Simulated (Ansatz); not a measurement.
C vacancy in 6H silicon carbide: one set of geometries, relaxed with PBE, evaluated in Ansatz (PAW, plane waves to 420 eV, 500 eV under r2SCAN) with PBE, r2SCAN.

Details: 144-site cell; 2×2×1 shifted k-points; start: the C(h) site; charged states image-corrected; not converged in cell size; flagged in the runs: a host whose relaxation on this sampling wasn't shown to rest.

```tsv
quantity	PBE	r2SCAN
host gap (eV)	2.01	2.37
ε(+2/+1) above the VBM (eV)	1.11	1.25
largest moment on one atom at charge +1 (μB)	0.09	0.11
```

PBE narrows the gap by 0.36 eV against r2SCAN, the highest level run, and puts the level shown 0.14 eV lower above the valence-band maximum (from the rounded values).

Ansatz is a first-principles code.
